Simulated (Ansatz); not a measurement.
Consider AlN in the wurtzite structure (space group P6_3mc, No. 186; a = 3.089 Å, c = 4.943 Å). Axes: x lies along a and z along c of the hexagonal cell.

Now apply this change: uniaxial strain ε_xx = −1.20 %, all other strain components held at zero; the atoms relax in the strained cell.

The values are results of Kohn–Sham DFT with the LDA functional, run in Ansatz (a quantum-chemistry and plane-wave program) with PAW and 420 eV plane waves, no spin-orbit coupling, not measurements.

Problem. Give the band edges at the high-symmetry points of the new zone, measured from its valence-band maximum.

Solution. 
| point | valence edge (eV) | conduction edge (eV) |
|---|---|---|
| Γ | 0.00 | 4.56 |
| Y | -0.60 | 5.80 |
| C₀ | -2.42 | 4.93 |
| Σ₀ | -2.42 | 4.93 |
| Z | -0.46 | 6.77 |
| A₀ | -0.80 | 7.40 |
| E₀ | -0.80 | 7.40 |
| T | -1.37 | 5.35 |
| S | -0.71 | 5.72 |
| R | -1.39 | 5.32 |

The gap is 4.56 eV, direct at Γ.

Whether these cells are dynamically stable was not tested. Labels are those of the standard path for the cell's own space group.
